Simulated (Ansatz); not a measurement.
Ge (model structure, I-43m, No. 217, 23 atoms in the cell)

Level of theory: PBEsol (plane waves, PAW; Ansatz, a first-principles code).

Run with plane-wave cutoff 520 eV, 6×6×6 k mesh, Fermi–Dirac smearing 0.01 eV, scalar-relativistic PAW data made under PBE.

Cell (relaxed at this level):

```yaml
crystal:
  lattice:
    - [-5.23945, 5.23945, 5.23945]
    - [5.23945, -5.23945, 5.23945]
    - [5.23945, 5.23945, -5.23945]
  atoms:
    - { symbol: Ge, position: [0.00000, 0.00000, 0.00000] }
    - { symbol: Ge, position: [0.27082, 0.27082, 0.27082] }
    - { symbol: Ge, position: [0.00000, 0.00000, 0.72918] }
    - { symbol: Ge, position: [0.00000, 0.72918, 0.00000] }
    - { symbol: Ge, position: [0.72918, 0.00000, 0.00000] }
    - { symbol: Ge, position: [0.50000, 0.25000, 0.75000] }
    - { symbol: Ge, position: [0.50000, 0.75000, 0.25000] }
    - { symbol: Ge, position: [0.75000, 0.50000, 0.25000] }
    - { symbol: Ge, position: [0.25000, 0.50000, 0.75000] }
    - { symbol: Ge, position: [0.25000, 0.75000, 0.50000] }
    - { symbol: Ge, position: [0.75000, 0.25000, 0.50000] }
    - { symbol: Ge, position: [0.44051, 0.44051, 0.16906] }
    - { symbol: Ge, position: [0.27145, 0.27145, 0.83094] }
    - { symbol: Ge, position: [0.72855, 0.55949, 0.00000] }
    - { symbol: Ge, position: [0.55949, 0.72855, 0.00000] }
    - { symbol: Ge, position: [0.16906, 0.44051, 0.44051] }
    - { symbol: Ge, position: [0.83094, 0.27145, 0.27145] }
    - { symbol: Ge, position: [0.00000, 0.72855, 0.55949] }
    - { symbol: Ge, position: [0.00000, 0.55949, 0.72855] }
    - { symbol: Ge, position: [0.44051, 0.16906, 0.44051] }
    - { symbol: Ge, position: [0.27145, 0.83094, 0.27145] }
    - { symbol: Ge, position: [0.55949, 0.00000, 0.72855] }
    - { symbol: Ge, position: [0.72855, 0.00000, 0.55949] }
```

```
Item                                  Result
---------------  ---------------------------
band gap         1.02 eV (on the SCF k mesh)
direct gap at Γ                      1.57 eV
```

Note: the relaxation could raise the start's symmetry but not lower it, so the cell can be a saddle point.

Spin–orbit coupling is not included.

Computed values are for the static lattice.

A model structure was made by putting elements into a prototype or built by hand; it is no filed structure, need not be a known phase, and can be a saddle point held by its symmetry.
